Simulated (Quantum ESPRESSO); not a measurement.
A self-consistent single point of Mg14ZnSn (Amm2, 16 atoms in the cell) with Quantum ESPRESSO.

Computed with PBEsol, SSSP 1.1.2 efficiency (PBE) pseudopotentials (plane waves; Quantum ESPRESSO).

```yaml
crystal:
  lattice:
    - [10.42985, 0.00000, 0.00000]
    - [0.00000, 3.16276, 5.44916]
    - [0.00000, -3.16276, 5.44916]
  atoms:
    - { symbol: Mg, position: [0.00000, 0.16633, 0.16633] }
    - { symbol: Mg, position: [0.00000, 0.66650, 0.66650] }
    - { symbol: Mg, position: [0.50000, 0.16652, 0.66638] }
    - { symbol: Mg, position: [0.50000, 0.66638, 0.16652] }
    - { symbol: Mg, position: [0.00000, 0.16664, 0.66712] }
    - { symbol: Mg, position: [0.00000, 0.66712, 0.16664] }
    - { symbol: Mg, position: [0.25034, 0.33199, 0.83551] }
    - { symbol: Mg, position: [0.74966, 0.83551, 0.33199] }
    - { symbol: Mg, position: [0.74966, 0.33199, 0.83551] }
    - { symbol: Mg, position: [0.25034, 0.83551, 0.33199] }
    - { symbol: Mg, position: [0.25013, 0.33235, 0.33235] }
    - { symbol: Mg, position: [0.74987, 0.33235, 0.33235] }
    - { symbol: Mg, position: [0.24789, 0.83351, 0.83351] }
    - { symbol: Mg, position: [0.75211, 0.83351, 0.83351] }
    - { symbol: Zn, position: [0.50000, 0.16704, 0.16704] }
    - { symbol: Sn, position: [0.50000, 0.66673, 0.66673] }
```

Reference input (self-consistent single point, DFT, PBEsol, plane waves, SSSP 1.1.2 efficiency (PBE) pseudopotentials): ecutwfc = 50 Ry; ecutrho = 400 Ry; occupations = smearing; smearing = cold; degauss = 0.0073499 Ry; input_dft = pbesol; potentials = {Mg: Mg.pbe-n-kjpaw_psl.0.3.0.UPF, Zn: Zn_pbe_v1.uspp.F.UPF, Sn: Sn_pbe_v1.uspp.F.UPF}; K_POINTS = automatic 2 5 5 0 0 0; conv_thr = 1e-11 Ry; mixing_beta = 0.5. This run's input differs from it in these lines:

```diff
@@ -12,4 +12,4 @@
   ntyp = 3
-  ecutwfc = 50
-  ecutrho = 400
+  ecutwfc = 20
+  ecutrho = 160
   occupations = 'smearing'
```

Log, with long lists cut:

```
     Self-consistent Calculation

     iteration #  1     ecut=    20.00 Ry     beta= 0.50

---- Real-time Memory Report at c_bands before calling an iterative solver
           305 MiB given to the printing process from OS
           101 MiB allocation reported by mallinfo(arena+hblkhd)
------------------

     total energy              =   -1047.32033851 Ry
     estimated scf accuracy    <      47.85712345 Ry

     iteration #  2     ecut=    20.00 Ry     beta= 0.50

---- Real-time Memory Report at c_bands before calling an iterative solver
           380 MiB given to the printing process from OS
   [... lines left out ...]

---- Real-time Memory Report at c_bands before calling an iterative solver
           389 MiB given to the printing process from OS
           146 MiB allocation reported by mallinfo(arena+hblkhd)
------------------

     total energy              =   -1080.21988657 Ry
     estimated scf accuracy    <          2.3E-10 Ry

     iteration # 20     ecut=    20.00 Ry     beta= 0.50

---- Real-time Memory Report at c_bands before calling an iterative solver
           389 MiB given to the printing process from OS
           146 MiB allocation reported by mallinfo(arena+hblkhd)
------------------
     End of self-consistent calculation

     the Fermi energy is     4.6408 ev

!    total energy              =   -1080.21988657 Ry
     estimated scf accuracy    <          1.5E-12 Ry
     smearing contrib. (-TS)   =      -0.00072360 Ry
     internal energy E=F+TS    =   -1080.21916297 Ry

      -> PAW hartree energy AE =      11.13072643 Ry
      -> PAW hartree energy PS =     -11.10368240 Ry
      -> PAW xc energy AE      =    -444.42878033 Ry
      -> PAW xc energy PS      =      18.16853437 Ry
      -> total E_H with PAW    =     413.41502239 Ry
      -> total E_XC with PAW   =    -536.64037998 Ry

     convergence has been achieved in  20 iterations

     Forces acting on atoms (cartesian axes, Ry/au):

     atom    1 type  1   force =     0.00000000    0.00000000    0.00004908
   [... lines left out ...]

     Total force =     0.017432     Total SCF correction =     0.000000

          total   stress  (Ry/bohr**3)                   (kbar)     P=     -640.10
  -0.00438222   0.00000000   0.00000000         -644.65        0.00        0.00
   0.00000000  -0.00432144  -0.00000000            0.00     -635.71       -0.00
   0.00000000  -0.00000000  -0.00435028            0.00       -0.00     -639.95

   JOB DONE.
```

The run converged in 20 iterations. Against the reference run the free energy rises by 1.94 eV/atom, the pressure goes from -1.02 to -64.01 GPa and the largest force goes from 0.208 to 0.178 eV/Å.

The starting cell comes from a database of computed structures (which also holds hypothetical and non-ambient phases and stackings), without a prior relaxation at this level. At the lowered cutoff the pressure carries the error of an incomplete plane-wave basis.

Cost on one core of a shared machine: roughly 3 min.
